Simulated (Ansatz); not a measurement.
Partial pair distribution functions of a relaxed model of amorphous In24O37Na2, broadened by 0.06 Å; density 6.33 g/cm³. Level of theory: PBE, scalar-relativistic without spin-orbit coupling (plane waves to 420 eV, PAW; Ansatz, a first-principles code).

Preparation: random packing, a CHGNet melt and quench, and a DFT relaxation. O atoms were pushed apart under 1.9 Å during the dynamics, to hinder bonds among them. The hot cell started wider than the set density and was brought back towards it in steps. It is the lowest in DFT energy of 2 quenches. It is a model cell: composition and starting density were chosen by hand, and all elements were melted together. No dispersion term was used. Its density started from a set value of 6.32 and ended at 6.33 g/cm³. Cooling (nominally 330 K/ps over its main leg) ran many orders faster than in experiment, which tends to leave more defects and strain. A cell of this size samples the disorder only roughly. Volume and shape were free in the relaxation.

| r (Å) | g In-O | g O-Na | g In-In | g O-O |
|---|---|---|---|---|
| 1.85 | 0.00 | 0.00 | 0.00 | 0.00 |
| 1.95 | 0.34 | 0.00 | 0.00 | 0.00 |
| 2.05 | 3.84 | 0.01 | 0.00 | 0.00 |
| 2.15 | 8.42 | 0.68 | 0.00 | 0.00 |
| 2.25 | 5.03 | 3.43 | 0.00 | 0.00 |
| 2.35 | 2.38 | 2.65 | 0.00 | 0.00 |
| 2.45 | 1.11 | 3.45 | 0.00 | 0.02 |
| 2.55 | 0.46 | 4.42 | 0.00 | 0.14 |
| 2.65 | 0.17 | 2.68 | 0.00 | 0.63 |
| 2.75 | 0.03 | 0.24 | 0.00 | 1.65 |
| 2.85 | 0.03 | 0.00 | 0.00 | 2.40 |
| 2.95 | 0.19 | 0.00 | 0.04 | 2.74 |
| 3.05 | 0.27 | 0.00 | 0.64 | 2.08 |
| 3.15 | 0.19 | 0.18 | 1.68 | 1.99 |
| 3.25 | 0.13 | 1.06 | 2.48 | 1.93 |
| 3.35 | 0.26 | 0.52 | 2.68 | 1.82 |
| 3.45 | 0.33 | 0.03 | 2.38 | 1.29 |
| 3.55 | 0.48 | 0.38 | 2.13 | 1.33 |
| 3.65 | 0.57 | 0.93 | 2.07 | 1.23 |
| 3.75 | 0.68 | 0.35 | 2.18 | 1.04 |
| 3.85 | 1.09 | 1.19 | 2.43 | 0.55 |
| 3.95 | 1.28 | 2.43 | 2.23 | 0.38 |
| 4.05 | 1.33 | 1.06 | 1.45 | 0.65 |
| 4.15 | 1.24 | 0.21 | 0.80 | 0.84 |
| 4.25 | 1.10 | 1.07 | 0.70 | 0.78 |
| 4.35 | 1.15 | 0.78 | 0.55 | 0.80 |
| 4.45 | 1.21 | 0.83 | 0.51 | 0.82 |
| 4.55 | 1.03 | 0.77 | 0.37 | 0.80 |
| 4.65 | 1.21 | 0.70 | 0.24 | 0.76 |

Within 2.74 Å each In has 5.54 O neighbours on average.
